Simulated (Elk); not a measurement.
Elk run on HfN (Fm-3m, 2 atoms in the cell): self-consistent single point.

Level of theory: PBE, spin-orbit coupling in second variation, all-electron FP-LAPW, Elk's shipped species files, APW+lo basis with extra local orbitals (Elk 10.2.4).

```xyz
2
Lattice="0.0000 2.2600 2.2600 2.2600 0.0000 2.2600 2.2600 2.2600 0.0000" Properties=species:S:1:pos:R:3 pbc="T T T"
Hf     0.0000     0.0000     0.0000
N      2.2600     2.2600     2.2600
```

Reference input (self-consistent single point, DFT, PBE, all-electron FP-LAPW, Elk's shipped species files, APW+lo basis with extra local orbitals): xctype = 20; rgkmax = 8; stype = 0; swidth = 0.00999582 Ha; ngridk = 10 10 10; tforce = true; gmaxvr = 18 1/bohr; lmaxapw = 10; lmaxo = 8; nxlo = 2; lorbcnd = true; lradstp = 2. This run's input differs from it in these lines:

```diff
@@ -5,2 +5,5 @@
   20
+
+spinorb
+  .true.
 
@@ -39,2 +42,5 @@
 
+nempty
+  10
+
 stype
```

Output (repeated stretches shortened):

```
│ Self-consistent loop started │
│ Loop number : 1 │
 total energy                :     -15148.4605238
 total moment                :   0.3100410900E-22 -0.4080156704E-22 -0.1023356434E-21
│ Loop number : 2 │
 total energy                :     -15148.9689019
 total moment                :   0.9998020906E-23  0.1664873411E-22  0.1924354836E-22
RMS change in Kohn-Sham potential (target) :   0.6700483898     (  0.1000000000E-05)
Absolute change in total energy (target)   :   0.5083780699     (  0.1000000000E-03)
│ Loop number : 3 │
 total energy                :     -15148.5460881
   [... lines left out ...]
 total energy                :     -15152.7708249
 total moment                :  -0.5239985431E-22  0.1029255475E-21  0.7047081448E-22
RMS change in Kohn-Sham potential (target) :   0.1952492764E-06 (  0.1000000000E-05)
Absolute change in total energy (target)   :   0.1492558022E-03 (  0.1000000000E-03)
│ Loop number : 17 │
 total energy                :     -15152.7708029
 total moment                :  -0.1114005479E-22  0.2900262415E-22 -0.5141279477E-22
RMS change in Kohn-Sham potential (target) :   0.2459056988E-07 (  0.1000000000E-05)
Absolute change in total energy (target)   :   0.5928107930E-04 (  0.1000000000E-03)
Convergence targets achieved

│ Loop number : 18 │

Energies :
 Fermi                       :     0.560507009882
 xc effective B-field        :    -0.417409923720E-08
 external B-field            :      0.00000000000
 total energy                :     -15152.7708014
 (external B-field energy excluded from total)

Density of states at Fermi energy :    18.70040827
 (states/Hartree/unit cell)

Estimated indirect band gap :   0.3709341575E-02
 from k-point     26 to k-point     45
Estimated direct band gap   :   0.5754615136E-02
 at k-point     15

Charges :
 core                        :    48.00000000
 valence                     :    31.00000000
 interstitial                :    3.413896010
 muffin-tins (core leakage)
  species :    1 (Hf)
   atom    1                 :    69.70359624     (  0.5497761919E-05)
  species :    2 (N)
   [... lines left out ...]
 total moment                :   0.2332238869E-22  0.2356647705E-22 -0.1745323406E-22
   [... lines left out ...]
   total force               :     0.00000000   -0.00000000    0.00000000
   total magnitude           :     0.00000000
 species :    2 (N)
  atom :    1
   Hellmann-Feynman          :    -0.00000000    0.00000000    0.00000000
   IBS                       :     0.00000000   -0.00000000   -0.00000000
   total force               :    -0.00000000    0.00000000   -0.00000000
   total magnitude           :     0.00000000
```

The run converged in 18 iterations. The count includes the last loop, which Elk runs after its targets are met. 

The starting cell has typed, rounded lattice constants, without a prior relaxation at this level. Values depend on the basis (sphere radii, cutoffs, local orbitals), which need not be converged. The log's line on a gap gives a spacing of levels on this mesh, which the program prints for metals too.

Cost on one core of a shared machine: roughly 3 min.
